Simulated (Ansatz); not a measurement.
O vacancy + O vacancy in corundum

Method: PBE, PAW (plane waves to 420 eV; Ansatz, a first-principles code). The supercell holds 120 host sites (2×2×1 repeats of the unit cell), with a 2×2×2 Γ-centred k-point sampling for the final energies. Sites at the start: the O site; O 2.55 Å away. Charged cells carry a point-charge image correction with potential alignment at far atoms. Dielectric constants: PBE linear response of the host. Host gap at this level: 5.85 eV. Finite-size and sampling errors can reach tenths of an eV here. The semilocal functional narrows the gap, so deep levels can fall outside it. Spin–orbit coupling is left out. Each state is the lowest found from its start.

Formation energies E_f are given with the Fermi level at the valence-band maximum. Chemical conditions: Al-rich (Δμ(O) = -4.96 eV; only phases computed here count, gases as isolated molecules at 0 K); O-rich (Δμ(O) = 0.00 eV; only phases computed here count, gases as isolated molecules at 0 K). Reference phases: O: O2 molecule in a box.

```json
[
 {"charge": "+4", "moment (μB)": "not spin-polarised", "point group": "C2", "largest move off a lattice site (Å)": "0.50", "image correction with alignment (eV)": "1.92", "E_f, Al-rich (eV)": "-6.35", "E_f, O-rich (eV)": "3.57"},
 {"charge": "+2", "moment (μB)": "not spin-polarised", "point group": "C2", "largest move off a lattice site (Å)": "0.24", "image correction with alignment (eV)": "0.30", "E_f, Al-rich (eV)": "-2.40", "E_f, O-rich (eV)": "7.53"},
 {"charge": "+1", "moment (μB)": "1.0", "point group": "C2", "largest move off a lattice site (Å)": "0.10", "image correction with alignment (eV)": "0.00", "E_f, Al-rich (eV)": "0.25", "E_f, O-rich (eV)": "10.17"},
 {"charge": "0", "moment (μB)": "not spin-polarised", "point group": "C2", "largest move off a lattice site (Å)": "0.10", "image correction with alignment (eV)": "0.00", "E_f, Al-rich (eV)": "3.29", "E_f, O-rich (eV)": "13.21"}
]
```

Point groups are those of the whole cell at tolerances of 0.03 and 0.1 Å ("near" where only the looser one holds); none is given for unsettled states.

Transition levels above the valence-band maximum: ε(+2/+1) = 2.65 eV; ε(+1/0) = 3.04 eV. With a charge missing or unsettled, these needn't be thermodynamic levels.

Flagged in the runs: a doubtful potential alignment, a host whose relaxation on this sampling wasn't shown to rest.

All states together cost roughly 70 core-minutes.
